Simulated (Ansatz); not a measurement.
Ansatz (an electronic-structure program) run on CaC2 (I4mm, 3 atoms in the cell): self-consistent single point.

Method: PBEsol, default PAW files made with PBE (plane waves; Ansatz).

The change in words: lattice scaled by 0.98. Reference geometry:
```
CELL_PARAMETERS angstrom
     -1.94397     1.94397     3.21812
      1.94397    -1.94397     3.21812
      1.94397     1.94397    -3.21812
ATOMIC_POSITIONS crystal
  Ca 0.00777 0.00777 0.00000
  C  0.59789 0.59789 0.00000
  C  0.40211 0.40211 0.00000
```

Reference input (self-consistent single point, DFT, PBEsol, plane waves, default PAW files made with PBE): basis.ecutwfc = 420 eV; kpoints.mp_grid.grid = 9 9 9; hamiltonian.xc = pbesol; hamiltonian.pseudopotentials = {kind: paw} (the program's default PAW files); scf.occupations.method = fermi_dirac; scf.occupations.width = 0.05 eV. This run's input differs from it in these lines:

Ansatz 0.2 input:
```diff
@@ -2,9 +2,9 @@
   lattice:
-    - [-1.943971, 1.943971, 3.218121]
-    - [1.943971, -1.943971, 3.218121]
-    - [1.943971, 1.943971, -3.218121]
+    - [-1.905092, 1.905092, 3.153759]
+    - [1.905092, -1.905092, 3.153759]
+    - [1.905092, 1.905092, -3.153759]
   atoms:
-    - { symbol: Ca, position_ang: [0.000000, -0.000000, 0.050003] }
-    - { symbol: C, position_ang: [0.000000, -0.000000, 3.848165] }
-    - { symbol: C, position_ang: [-0.000000, 0.000000, 2.588077] }
+    - { symbol: Ca, position_ang: [0.000000, -0.000000, 0.049003] }
+    - { symbol: C, position_ang: [0.000000, -0.000000, 3.771202] }
+    - { symbol: C, position_ang: [0.000000, -0.000000, 2.536316] }
 basis:
```

Log, with long lists cut:

```
SCF iter   1: F=—  HF=-2286.865510 eV  |F-HF|=—  |Δ(HF+E_count)|=         —  Δρ=6.17e-3  dr2=2.12e-2  ethr=1.77e-3  ⟨swp⟩=5.9  Hψ=6251  notcnv=0
all-band conjugate gradients solve this SCF's bands
preconditioner: auto → none
SCF iter   2: F=—  HF=-2286.858615 eV  |F-HF|=—  |Δ(HF+E_count)|=   6.89e-3  Δρ=1.59e-3  dr2=7.51e-4  ethr=1.18e-4  ⟨swp⟩=2.0  Hψ=2124  notcnv=0
SCF iter   3: F=—  HF=-2286.858829 eV  |F-HF|=—  |Δ(HF+E_count)|=   2.13e-4  Δρ=7.32e-4  dr2=1.85e-4  ethr=4.17e-6  ⟨swp⟩=2.8  Hψ=1624  notcnv=0
SCF iter   4: F=—  HF=-2286.858936 eV  |F-HF|=—  |Δ(HF+E_count)|=   1.08e-4  Δρ=4.05e-4  dr2=8.46e-5  ethr=1.03e-6  ⟨swp⟩=2.0  Hψ=1350  notcnv=0
SCF iter   5: F=—  HF=-2286.858932 eV  |F-HF|=—  |Δ(HF+E_count)|=   3.74e-6  Δρ=1.16e-4  dr2=3.31e-6  ethr=4.70e-7  ⟨swp⟩=2.0  Hψ=1339  notcnv=0
SCF iter   6: F=—  HF=-2286.858935 eV  |F-HF|=—  |Δ(HF+E_count)|=   2.73e-6  Δρ=1.85e-5  dr2=1.42e-7  ethr=1.84e-8  ⟨swp⟩=2.0  Hψ=1311  notcnv=0
SCF iter   7: F=-2286.858935 eV  HF=-2286.858935 eV  |F-HF|=1.10e-9  |Δ(HF+E_count)|=   5.63e-8  Δρ=3.50e-6  dr2=2.08e-9  ethr=5.56e-10  ⟨swp⟩=5.8  Hψ=4767  notcnv=0
SCF 1 converged in 7 iterations: F = -2286.858935 eV  dr2 = 2.08e-9
Free energy (F): -2286.858935 eV
Internal energy: -2286.858935 eV  (E = F + TS)
E sigma→0 (E₀):  -2286.858935 eV
Entropy (-TS):   -0.000000 eV (-0.000 meV/atom)
Fermi energy:    5.858812 eV
--- Forces (eV/Å), atoms counted from 1 ---
  atom   1  Ca     0.00000000    -0.00000000    -0.27753086
  atom   2  C      0.00000000    -0.00000000     2.10705579
  atom   3  C     -0.00000000    -0.00000000    -1.82953382
--- Stress (GPa, compression-positive) ---
        0.285393      -0.000000      -0.000000
       -0.000000       0.285393      -0.000000
       -0.000000       0.000000       9.323383
  P = ⅓ Tr σ = 3.2981 GPa (32.981 kbar)
  The stress holds the Pulay correction. Without it, at fixed plane waves, as pw.x and ABINIT print it: P = 3.0714 GPa
```

The run converged in 7 iterations. Against the reference run the free energy goes up by 1.1 meV/atom, the pressure goes from -2.64 to 3.30 GPa, the largest force goes from 0.254 to 2.107 eV/Å and the gap on the mesh goes from 1.294 to 1.174 eV.

The starting cell comes from a database of computed structures (which also holds hypothetical and non-ambient phases and stackings), without a prior relaxation at this level. Its lattice was rescaled by up to half a per cent. One atom was moved a little off its site on purpose. For this run, on top of that: lattice scaled by 0.98. With a pressure of about 3 GPa the cell is away from its equilibrium volume at this level. Forces in this geometry exceed 1 eV/Å. Ansatz's pressure includes its estimate of the finite-basis (Pulay) stress.
